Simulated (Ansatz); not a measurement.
Results of PBEsol (Ansatz, a first-principles code, plane waves, PAW) for Sb (model structure, I-43m, No. 217, 4 atoms in the cell).

Run with plane-wave cutoff 520 eV, 8×8×8 k mesh, Fermi–Dirac smearing 0.01 eV, scalar-relativistic PAW data made under PBE.

Cell (relaxed at this level):

Space group I-43m (No. 217); a = b = c = 6.670 Å, α = β = γ = 90.00°

| atom | site | symmetry | x | y | z |
|---|---|---|---|---|---|
| Sb | 8c | .3m | 0.1520 | 0.1520 | 0.1520 |
(The calculation used a cell of 4 atoms; values per cell refer to that cell.)

Task: Estimate the band gap that the calculation returns.

Result: 
- band gap: 0.36 eV

Note: the relaxation could raise the start's symmetry but not lower it, so the cell can be a saddle point.

Spin–orbit coupling is not included; with these elements it can move the gap by several tenths of an eV or more.

Computed values are for the static lattice.

A model structure was made by putting elements into a prototype or built by hand; it is no filed structure, need not be a known phase, and can be a saddle point held by its symmetry.
